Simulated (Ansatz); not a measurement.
Consider Cu in the fcc (Cu type) structure (space group Fm-3m, No. 225; a = 3.518 Å; relaxed with 0.1 eV smearing). Axes: x, y, z lie along the cube axes.

All numbers come from LDA, PAW, 420 eV (Ansatz, a program for electronic structure; no SOC).

Before the change:

- Pressure: 0.0 GPa

One thing is altered: tensile biaxial strain of 0.50 % in the plane normal to [001], as in epitaxy on a mismatched substrate; the out-of-plane cell vector and the atoms relax.

What does the calculation give for the out-of-plane strain after the change?

The out-of-plane strain comes out as -0.72 %.

Predict the new pressure.

The pressure (mean of the normal stresses, compression positive) goes from zero to -0.5 GPa.

How does this affect the energy relative to the base?

The energy hardly moves.

No phonon test of stability was made. The final runs are not spin-polarised.
